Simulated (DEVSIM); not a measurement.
Structure: Ti/SiO2/n-GaAs capacitor, at 250 K.

```csv
layer (left to right),material,thickness (nm),Nd (cm⁻³)
1,SiO2,4.20,-
2,GaAs,8600,5.6e15
```

Metal gate on the left, work function 4.33 eV. Fixed charge at the semiconductor interface 0 cm⁻² (in units of +e); no interface traps.

The device is made up for the run: typed textbook-type constants, with dimensions and the other settings drawn at random. Values at 300 K; Nc and Nv go as T^1.5, mobilities as T to minus their exponent, the gap by Varshni's rule with the affinity fixed.

| parameter | SiO2 | GaAs |
|---|---|---|
| gap (eV) | 9 | 1.424 |
| affinity (eV) | 0.9 | 4.07 |
| permittivity | 3.9 | 12.9 |
| Nc (cm⁻³) | - | 4.7e17 |
| Nv (cm⁻³) | - | 9e18 |
| Varshni α (eV/K) | - | 0.000541 |
| Varshni β (K) | - | 204 |

Simulated with DEVSIM: 1D Poisson equation in equilibrium, Boltzmann statistics, complete ionisation; no quantum confinement or tunnelling. Metal contacts follow the ideal Schottky-Mott rule: no Fermi-level pinning, no interface dipoles.

Base results: threshold voltage (band bending 2φF) (V) -1.09; capacitance of the dielectric stack (μF/cm²) 0.822; flat-band voltage (V) 0.17; minimum of the low-frequency capacitance (μF/cm²) 0.0214.

### Question
What follows from this one change: fixed charge 0 → 1.155e+12 cm^-2?

### Answer
threshold voltage (band bending 2φF) -1.09 → -1.32 V; capacitance of the dielectric stack little changed (0.822 μF/cm²); flat-band voltage 0.17 → -0.05 V; minimum of the low-frequency capacitance little changed (0.0215 μF/cm²).

### Question
What follows from this one change: substrate doping 5.6e+15 → 1.1e+16 cm^-3?

### Answer
threshold voltage (band bending 2φF) -1.09 → -1.13 V; capacitance of the dielectric stack little changed (0.822 μF/cm²); flat-band voltage 0.17 → 0.18 V; minimum of the low-frequency capacitance 0.0214 → 0.0295 μF/cm².

### Question
What follows from this one change: SiO2 thickness 0.0042 → 0.005 μm?

### Answer
threshold voltage (band bending 2φF) -1.09 → -1.10 V; capacitance of the dielectric stack 0.822 → 0.691 μF/cm²; flat-band voltage little changed (0.17 V); minimum of the low-frequency capacitance little changed (0.0213 μF/cm²).

### Question
What follows from this one change: gate work function 4.33 → 4.03 eV?

### Answer
threshold voltage (band bending 2φF) -1.09 → -1.39 V; capacitance of the dielectric stack little changed (0.822 μF/cm²); flat-band voltage 0.17 → -0.13 V; minimum of the low-frequency capacitance little changed (0.0214 μF/cm²).
